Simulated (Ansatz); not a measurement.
GaPt3 under a change: Ga → Al

Take GaPt3 (space group I4/mcm, No. 140; a = 5.470 Å, c = 7.887 Å; a cell from a computed database, its experimental status unchecked) as the base.

Perturbation: every Ga is replaced by Al, then cell and atoms are relaxed.

The values are results of DFT with PBEsol, PAW potentials and a 420 eV plane-wave cutoff in Ansatz (a quantum-chemistry and plane-wave program), scalar-relativistic without spin-orbit coupling, not measurements. k-mesh 12×12×12 (Γ-centred); smearing 0.05 eV (Fermi–Dirac).

```
quantity                base      changed         shift
---------------  -----------  -----------  ------------
volume per atom     14.75 Å³     14.56 Å³      -0.19 Å³
density          18.43 g/cm³  17.46 g/cm³  -0.978 g/cm³
c/a ratio              1.442        1.435        -0.007
band gap                zero         zero             –
```

Final structure:

```
AlPt3
1.0
   -2.72759     2.72759     3.91400
    2.72759    -2.72759     3.91400
    2.72759     2.72759    -3.91400
Al Pt
2 6
Direct
  0.25000   0.75000   0.50000
  0.75000   0.25000   0.50000
  0.28282   0.78282   0.06564
  0.71718   0.21718   0.93436
  0.78282   0.71718   0.50000
  0.21718   0.28282   0.50000
  0.75000   0.75000   0.00000
  0.25000   0.25000   0.00000
```

No phonon test of stability was made. For AlPt3 in this form, whether it has been made was not checked. The base started in Fmmm and relaxed to I4/mcm at this level. All final runs are without spin polarisation.
